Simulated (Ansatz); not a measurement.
The starting structures come from a database of crystals and need not be the phases stable at ambient conditions.

Here is the system:

```xyz
10
Lattice="5.6866 0.0000 0.0000 0.0000 13.9165 0.0000 2.8433 0.0000 2.8433" Properties=species:S:1:pos:R:3 pbc="T T T"
La     4.2649     8.2144     1.4216
La     1.4216     5.7021     1.4216
Bi     1.4216    12.1253     1.4216
Bi     4.2649     1.7912     1.4216
S      4.2649    12.4264     1.4216
S      1.4216     1.4901     1.4216
S      1.4216     9.6245     1.4216
S      4.2649     4.2920     1.4216
O      0.0000     6.9582     0.0000
O      2.8433     6.9582     0.0000
```

Space group of this cell: P4/nmm. The cell was relaxed by PBE-D3(BJ); by r2SCAN its mean pressure is 1.5 GPa.

Transport runs along the normal of the first two printed cell vectors, the (110) plane of the conventional cell.

No gap correction and no spin-orbit coupling; mid-gap values are interpolated between computed energies.

Problem. State the band gap and the smallest decay constant κ at mid-gap according to r2SCAN (Ansatz, a first-principles code).

Solution. Gap 1.10 eV on a 10×4×10 mesh; κ = 0.081 1/Å, at (0.500, 0.500) of the in-plane reciprocal vectors. At the zone centre, at the nearest computed energy, the slowest state has κ = 0.11 1/Å.
